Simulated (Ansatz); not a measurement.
## InP, response to strain

Consider InP in the zinc blende structure (space group F-43m, No. 216; a = 5.907 Å).

Strains are applied to the cell and any free atomic positions relax.

Computed with DFT with r2SCAN, PAW potentials and a 500 eV plane-wave cutoff in Ansatz (a quantum-chemistry and plane-wave program), scalar-relativistic without spin-orbit coupling.

Notes on the quantities. energy relative to the base: free energy F.

```csv
isotropic strain (%),energy relative to the base (meV/atom)
-3,49.5
-2.5,33.8
-2,21.2
-1.5,11.7
-1,5.1
-0.5,?
0,0.0
```

### Question
Fit ΔE = Aε² + Bε³ (ε in %) to the rows shown and predict the withheld row.

### Answer
Least squares on the printed values gives A = 4.91 and B = -0.20 meV/atom (largest residual 0.0 meV/atom); this predicts 1.3 meV/atom, and the run gives 1.3 meV/atom, in agreement.

No phonon test of stability was made.
